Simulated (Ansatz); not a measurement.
Base system: HfO₂ in the CdI2 type structure (space group P-3m1, No. 164; a = 3.2085 Å, c = 4.5149 Å; a hypothetical phase, not in the database extracts checked; layered, stacked along the Cartesian z axis).

The change: a hydrostatic pressure of 4.2 GPa.

Levels (all Ansatz, a first-principles code, PAW): PBEsol-D3(BJ) (420 eV, spin-orbit coupling left out); r2SCAN (500 eV, no SOC); HSE06 (420 eV, scalar-relativistic without spin-orbit coupling).

One geometry, relaxed with PBEsol-D3(BJ), under each level:

| level | band gap | lowest conduction level above the VBM at special points |
|---|---|---|
| PBEsol-D3(BJ) | 4.01 eV | M 4.01 eV; K 4.05 eV; A 4.75 eV; L 4.90 eV |
| r2SCAN | ? | ? |
| HSE06 | 5.69 eV | M 5.69 eV; K 5.78 eV; A 6.52 eV; Γ 6.76 eV |

Q: Give the withheld r2SCAN results.

A: 
- r2SCAN, band gap: 4.57 eV
- r2SCAN, lowest conduction level above the VBM at special points: M 4.57 eV; K 4.61 eV; A 5.34 eV; L 5.48 eV

Single points use the geometry relaxed with PBEsol-D3(BJ). Their cutoffs differ, which shifts pressures a little. The hybrid gap comes from the SCF mesh plus the semilocal run's edge points and a few special points and is an upper bound. With Hf present, leaving out spin-orbit coupling can change the band edges. Load acts through the strain it causes; cell and atoms are relaxed under it. Whether these cells are dynamically stable was not tested.
